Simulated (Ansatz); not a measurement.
Levels about the gap of amorphous silicon oxynitride (Si₂₄O₃₆N₈) (68 atoms in a cell of 908 Å³, 2.49 g/cm³; zone centre alone, so wide bands show as single levels with stretches between that a denser mesh fills), at the geometry that PBE relaxed, where it gives 0.0 GPa on a denser mesh. Exact exchange is cut at the faces of this small cell, which leaves a finite-size error. The participation number counts the atoms over which a state spreads; weights are charges in smoothed Voronoi cells. The levels come from a single point, so bond lengths are those of that geometry. Method of the levels: HSE06, scalar-relativistic without spin-orbit coupling (Ansatz, a first-principles code). Sampling: the zone centre alone; Fermi-Dirac width 0.02 eV; no spin polarisation. At PBE the levels at both edges of the gap are localised (band-tail or defect states), and the nearest spread-out levels lie 4.6 eV apart at the zone centre.

Preparation: random packing, a CHGNet melt and quench, and a DFT relaxation. O and N atoms were pushed apart under 1.9 Å during the dynamics, to hinder bonds among them. The hot cell started wider than the set density and was brought back towards it in steps. It is the lowest in DFT energy of 2 quenches. It is a model cell: composition and starting density were chosen by hand, and all elements were melted together. No dispersion term was used. A short ab initio anneal came between quench and relaxation. Its density started from a set value of 2.55 and ended at 2.49 g/cm³. The quench (nominally 91 K/ps over its main leg) was far faster than any real one, so the model tends to hold more defects than a real film. One small periodic cell is one sample of the glass; other quenches scatter about these values. The volume was free in the relaxation, at fixed shape. Stress components on the final sampling reach 2.2 GPa.

| E - E(highest filled), eV | filling | participation number | largest on | weight N | weight O | weight Si |
|---|---|---|---|---|---|---|
| -1.53 | filled | 6.5 | N, 3 neighbours | 0.62 | 0.30 | 0.08 |
| -1.41 | filled | 15.5 | O, 2 neighbours | 0.40 | 0.53 | 0.07 |
| -1.31 | filled | 7.8 | N, 3 neighbours | 0.57 | 0.35 | 0.08 |
| -1.06 | filled | 7.1 | N, 3 neighbours | 0.55 | 0.35 | 0.10 |
| -0.89 | filled | 5.3 | N, 3 neighbours | 0.64 | 0.28 | 0.08 |
| -0.52 | filled | 5.6 | N, 3 neighbours | 0.69 | 0.19 | 0.11 |
| 0.00 | filled | 3.0 | N, 3 neighbours | 0.70 | 0.21 | 0.10 |
| 4.23 | empty | 7.0 | Si, 3 neighbours | 0.17 | 0.36 | 0.47 |
| 4.94 | empty | 4.3 | Si, 3 neighbours | 0.19 | 0.28 | 0.53 |
| 5.62 | empty | 32.6 | Si, 3 neighbours | 0.13 | 0.47 | 0.40 |
| 6.82 | empty | 32.4 | Si, 4 neighbours | 0.13 | 0.46 | 0.41 |
| 6.88 | empty | 34.2 | Si, 4 neighbours | 0.14 | 0.40 | 0.47 |
| 7.01 | empty | 41.1 | Si, 4 neighbours | 0.12 | 0.45 | 0.43 |
| 7.22 | empty | 37.3 | Si, 4 neighbours | 0.09 | 0.52 | 0.38 |

Most localised among these is the filled level at +0.00 eV, on a N atom, which has 3 neighbours (Si 1.67 Å, Si 1.68 Å, Si 2.00 Å).
